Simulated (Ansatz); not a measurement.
The reference is PbTe in the rock salt structure (space group Fm-3m, No. 225).

```
PbTe
1.0
    0.00000     3.18980     3.18980
    3.18980     0.00000     3.18980
    3.18980     3.18980     0.00000
Te Pb
1 1
Direct
  0.50000   0.50000   0.50000
  0.00000   0.00000   0.00000
```

Cartesian axes are those of the cell as printed.

Computed with Kohn–Sham DFT with the LDA functional, run in Ansatz (a first-principles code) with PAW and 420 eV plane waves, without spin-orbit coupling.

For the base:

The band gap is 0.57 eV and the pressure is 0.00 GPa.

One thing is altered: biaxial strain +2.08 %, plane normal [111], relaxed out of plane (Cartesian); in-plane vectors clamped, the third vector and the atoms free.

Question: How does this affect the band gap, energy relative to the base, ratio −ε⊥/ε∥ and pressure?

Answer: The band gap falls by 0.25 eV, from 0.57 eV to 0.32 eV; the energy grows by 5.6 meV/atom; the ratio −ε⊥/ε∥ amounts to 1.09; the pressure (mean of the normal stresses, compression positive) goes from zero to -0.87 GPa.

With Pb and Te present, leaving out spin-orbit coupling can change the band edges. No phonon test of stability was made.
